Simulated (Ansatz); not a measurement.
Consider a periodic stack without vacuum, cubic BaHfO3 (1 1 0) on 3C silicon carbide (1 1 0) (film strained to the substrate, started from cuts of the bulks and a machine-learned relaxation; slabs C20Si20 and Ba3Hf3O11, which can lie off the formulas): substrate slab C20Si20, film Ba3Hf3O11, surface cells [[0, 2], [-1, 0]] and [[0, 1], [-1, 0]], film strained by +4.1 and +4.1 %, outermost planes CSi/CSi and O/O as cut, which need not be the usual terminations and can put a slab off its formula. Its start:

```xyz
57
Lattice="6.1943 0.0000 0.2265 0.0000 4.3800 0.0027 3.2918 -2.1732 25.5968" Properties=species:S:1:pos:R:3 pbc="T T T"
C      6.0145     2.9064     1.0541
C      2.9128     2.8554     1.0710
C      4.3873     0.8386     2.3918
C      1.2764     0.8407     2.2689
C      2.7452     3.0681     3.9373
C      5.8440     3.0642     4.0245
C      1.1186     0.8928     5.3545
C      4.2203     0.8939     5.4735
C      5.6810     3.0859     7.0801
C      2.5840     3.0853     6.9773
C      4.0502     0.8945     8.5525
C      0.9528     0.8939     8.4298
C      2.4154     3.0783    10.0525
C      5.5080     3.0798    10.1592
C      6.9802     0.8717    11.6967
C      3.8807     0.8676    11.6078
C      5.3322    -1.3600    13.2375
C      2.2492    -1.3558    13.1361
C      3.6955     0.7096    14.5778
C      6.7947     0.6592    14.5634
Si     2.8300    -0.2519     2.3205
Si     5.9289    -0.2659     2.4007
Si     4.4646     1.9769     0.8373
Si     1.3779     1.9795     0.7142
Si     5.7657    -0.2031     5.5186
Si     2.6682    -0.1977     5.4230
Si     1.2016     1.9686     3.7756
Si     4.2951     1.9701     3.8953
Si     2.5005    -0.2003     8.5162
Si     5.5971    -0.2011     8.6211
Si     4.1342     1.9904     7.0104
Si     1.0364     1.9912     6.8896
Si     5.4303    -0.2262    11.7359
Si     2.3294    -0.2278    11.6294
Si     7.0602     1.9880    10.2093
Si     3.9629     1.9825    10.1125
Si     2.1391    -0.2165    14.6907
Si     5.2457    -0.2207    14.7912
Si     3.7912     1.9168    13.2291
Si     6.8925     1.9322    13.3100
Ba     3.5404     1.4923    17.4676
Hf     6.6156    -0.7661    17.7988
O      5.2060     3.3936    16.2543
O      8.2077     3.4322    16.3976
O      6.6028     1.2374    17.9129
Ba     6.4878     1.3943    20.6139
Hf     3.3922    -0.7912    20.4984
O      8.1068    -0.9202    19.2342
O      4.9731    -0.9057    19.0914
O      3.3948     1.2655    20.5017
Ba     3.2549     1.4814    23.5284
Hf     6.3692    -0.7640    23.4274
O      4.8715    -0.9110    21.9946
O      8.0040    -0.8994    22.1292
O      6.3784     1.2497    23.3160
O      7.7915    -0.9591    24.9707
O      4.7867    -0.9347    24.8375
```

The start was prepared with a machine-learned potential, and the result is one local minimum, with the in-plane cell held and forces under 0.04 eV/Å; the film can end far from its bulk form.

All values below come from PBE (plane waves to 420 eV, PAW; Ansatz, a quantum-chemistry and plane-wave program). Scalar-relativistic, without spin–orbit coupling; PBE gaps are too small against experiment. Its k-point mesh 4×5×1, Fermi–Dirac width 0.05 eV.

### Question
Predict the relaxed interface.

### Answer
```
Property                                                                                                    Value
--------------------------------------------------------------------------------  -------------------------------
interface area                                                                                            27.1 Å²
period                                                                                                    25.64 Å
heights between the nearest atoms of the two slabs at the two interfaces                          1.44 and 1.44 Å
Ba–Si contacts across the interfaces within 1.22 times the sum of covalent radii                   4, mean 3.60 Å
O–Si contacts across the interfaces within 1.22 times the sum of covalent radii                    4, mean 1.64 Å
Hf–Si contacts across the interfaces within 1.22 times the sum of covalent radii                   4, mean 3.41 Å
Ba–C contacts across the interfaces within 1.22 times the sum of covalent radii                    2, mean 3.01 Å
spin-polarised check at this geometry                                             keeps a moment, energy -0.34 eV
```
